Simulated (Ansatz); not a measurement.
The starting structures come from a database of crystals and need not be the phases stable at ambient conditions.

Inside the gap of an insulator the Bloch states are evanescent, with a wavenumber k + iκ along the transport direction.

Here is the system:

```
HgPb2Cl2O2
1.0
    6.21729     0.01270     0.00988
   -2.23805     6.71621    -0.00922
    1.24659    -0.73755     3.66832
Hg Pb Cl O
1 2 2 2
Direct
  0.50000   0.50000   0.00000
  0.88787   0.24983   0.18098
  0.11213   0.75017   0.81902
  0.70370   0.84328   0.56979
  0.29630   0.15672   0.43021
  0.81862   0.43270   0.80704
  0.18138   0.56730   0.19296
```

Space group of this cell: C2/m. The cell was relaxed by PBE-D3(BJ).

Transport runs along the normal of the first two printed cell vectors.

The gap is the functional's own, uncorrected, and κ follows it; spin-orbit coupling is left out. Mid-gap values are interpolated between the computed energies.

Task: Compute, with r2SCAN in Ansatz (a first-principles code), the band gap and the smallest decay constant κ at mid-gap.

Result: Gap 2.67 eV on a 8×8×8 mesh; κ = 0.302 1/Å, at (0.500, 0.000) of the in-plane reciprocal vectors. At the zone centre, at the nearest computed energy, the slowest state has κ = 0.37 1/Å.
